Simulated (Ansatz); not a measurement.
Formation energy of the localised charge states of O interstitial started as a split pair with O in beta Ga2O3 (start: split with O(2); 160-site cell, Γ-point sampling) against the Fermi level, O-rich (Δμ(O) = 0.00 eV; only phases computed here count, gases as isolated molecules at 0 K). These are PBE, PAW (plane waves to 420 eV; Ansatz, an electronic-structure program) values and carry that method's errors.

Charges with a result: +1, 0, −1, −2. Others weren't obtained, and one of them could lie lower, also by skipping a charge.

Set-up: 160-site cell; Γ-point k-points; host gap 2.00 eV; charged states image-corrected; zone-centre errors of half an eV possible; flagged in the runs: a doubtful potential alignment, a host whose relaxation on this sampling wasn't shown to rest, a strain field that reaches the edge of the cell, zone-centre sampling.

Left out: charge −1 (carrier in host band states); charge −2 (carrier in host band states).

```tsv
E_F − E_VBM (eV)	q = +1	q = 0
0.00	1.82	2.16
0.25	2.07	2.16
0.50	2.33	2.16
0.75	2.58	2.16
1.00	2.83	2.16
1.25	3.08	2.16
1.50	3.33	2.16
1.75	3.58	2.16
2.00	3.83	2.16
```

Crossings of the lowest lines: (+1/0) at 0.33 eV.
